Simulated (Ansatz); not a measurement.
The reference is AlN in the wurtzite structure (space group P6_3mc, No. 186; a = 3.1066 Å, c = 4.9780 Å).

Computed with Ansatz (an electronic-structure program) r2SCAN, scalar-relativistic without spin-orbit coupling, earlier PAW set.

For the base:

The gap character comes out as direct at Γ. The valence-band top at Γ comes out as 0.00, -0.22, -0.22 eV.

Modification: cell and atoms relaxed at a pressure of 9 GPa.

Problem. Predict the new electron mass, gap character and valence-band top at Γ.

Solution. The electron mass is 0.32 mₑ (at Γ); the gap character remains direct at Γ; the valence-band top at Γ (three highest levels, from the VBM) goes from 0.00, -0.22, -0.22 eV to 0.00, -0.27, -0.27 eV.

Load acts through the strain it causes; cell and atoms are relaxed under it. Effective masses come from finite differences of ±0.01 Å⁻¹. Stability against distortions was not tested. Tetrahedral semiconductors of this kind turn to denser phases somewhere between about 1 and 50 GPa; those were not computed, so compressed cells here can lie past the real transition.
